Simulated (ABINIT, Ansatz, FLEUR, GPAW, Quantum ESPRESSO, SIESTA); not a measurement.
**OsRu3 (P6_3/mmc, 8 atoms in the cell) computed with different codes at matched settings**

Self-consistent single point.

```yaml
crystal:
  lattice:
    - [5.43042, 0.00000, 0.00000]
    - [-2.71521, 4.70288, 0.00000]
    - [0.00000, 0.00000, 4.29098]
  atoms:
    - { symbol: Ru, position: [0.83256, 0.16744, 0.75000] }
    - { symbol: Ru, position: [0.16744, 0.83256, 0.25000] }
    - { symbol: Ru, position: [0.66512, 0.83256, 0.25000] }
    - { symbol: Ru, position: [0.33488, 0.16744, 0.75000] }
    - { symbol: Ru, position: [0.83256, 0.66512, 0.75000] }
    - { symbol: Ru, position: [0.16744, 0.33488, 0.25000] }
    - { symbol: Os, position: [0.66667, 0.33333, 0.25000] }
    - { symbol: Os, position: [0.33333, 0.66667, 0.75000] }
```

All programs got the same cell, k-point mesh and kind of occupations (in Ansatz's words: kpoints.mp_grid.grid = 4 4 5; scf.occupations.method = fermi_dirac; scf.occupations.width = 0.136 eV); potentials, basis and cutoffs are each program's usual ones.

```tsv
code	model	pressure (GPa)	largest force (eV/Å)	k-points	cutoff
ABINIT	PBEsol, norm-conserving pseudopotentials (PseudoDojo nc-sr-04 PBEsol standard)	-6.04	0.047	12	84 Ry
GPAW	PBEsol, GPAW PAW datasets PBEsol (made by gpaw-setup)	-7.40	0.038	12	600 eV
Ansatz	PBEsol, PAW files made with PBE	-6.48	0.055	12	default
Quantum ESPRESSO	PBEsol, GBRV 1.5 ultrasoft (PBESOL) pseudopotentials	-6.72	0.055	12	40 Ry
FLEUR	PBEsol, all-electron FLAPW (FLEUR), scalar-relativistic valence	–	0.065	12	Kmax 4.3 1/bohr
SIESTA	GGA PBEsol, numerical atomic orbitals DZP, PseudoDojo PBEsol standard norm-conserving potentials (rewritten from UPF to PSML)	-2.57	0.164	44	grid 400 Ry
```

A dash marks a value that a program does not give, or that is left out as unsure.

The spread over the programs that give each value: pressure within 4.83 GPa; largest force within 0.126 eV/Å.

The starting cell comes from a database of computed structures (which also holds hypothetical and non-ambient phases and stackings), without a prior relaxation at this level. On Ansatz's run: Spin-orbit coupling is off. Spin polarisation is off. In the base run, with a pressure of about -6 GPa the cell is away from its equilibrium volume at this level.

**Question.** Why do the programs differ, and what cannot be compared?

**Answer.** Differences of this kind can come from the potentials, where these differ, and from what each basis and cutoff leave unconverged. The valence holds different numbers of electrons (ABINIT 128, GPAW 124, Ansatz (a program for electronic structure) 128, Quantum ESPRESSO 128, FLEUR 112, SIESTA 128). The zero of total energies and Fermi levels follows the potentials and each program's conventions, so they are not compared here. SIESTA uses small atom-centred bases, whose incompleteness enters pressures, forces and empty levels differently from a plane-wave cutoff. FLEUR treats all electrons, but the usual bases taken here (sphere radii, linearisation, local orbitals, empty states) were not tested for convergence, so the values are no reference for the others. Ansatz's pressure is given at a fixed set of plane waves, as the other plane-wave codes print theirs; with its correction for the finite basis it is -6.26 GPa (the shift of 0.22 GPa shows how far the cutoff is from converged). The programs reduce the same mesh by symmetry to different extents, which changes the work and not the result. In the pressure, SIESTA (by 4.03) lies more than 1 GPa from the median of the plane-wave programs. In the force vectors, SIESTA (by 0.113) lies more than 0.08 eV/Å from the median of the plane-wave programs.

Keys are those of Ansatz 0.2.
